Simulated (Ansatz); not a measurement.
For SiGe (P6₃mc, No. 186, 4 atoms in the cell; start mp-978534), PBEsol in Ansatz (plane waves, PAW) gives:

```
Quantity                    Value
-------------------  ------------
lattice parameter a       3.901 Å
lattice parameter c       6.443 Å
bulk modulus             81.2 GPa
cohesive energy      4.52 eV/atom
band gap                  0.35 eV
```

Q: What does r²SCAN (Ansatz, an electronic-structure program, PAW) give for the same quantities?

A: 
- lattice constant a: 3.904 Å (increases by 0.1 %)
- lattice parameter c: 6.455 Å (increases by 0.2 %)
- bulk modulus: 84.4 GPa (increases by 3.9 %)
- cohesive energy: 4.25 eV/atom (shrinks by 0.27 eV/atom)
- band gap: 0.66 eV (goes up by 0.31 eV)

Changes are worked out from the printed values.

Unless a cell is named, each level is at its own relaxed cell (PBEsol 21.22, r²SCAN 21.30 Å³/atom).

Levels without +SOC have no spin–orbit coupling; where heavier elements are present it shifts gaps, mostly down, and can invert bands. Density-functional gaps are differences of (generalised) Kohn–Sham levels.

Caveats: the bulk modulus is −V dP/dV from two relaxed cells at ±2 % in volume (PBEsol, r²SCAN); the relaxation could not lower the start's symmetry, so the cell can be a saddle point above a distorted one (PBEsol, r²SCAN). Ansatz's density-functional and Hartree–Fock values are scalar-relativistic unless marked +SOC, with PAW data made under PBE.

A start named mp-… is a Materials Project structure, which need not be a measured phase.
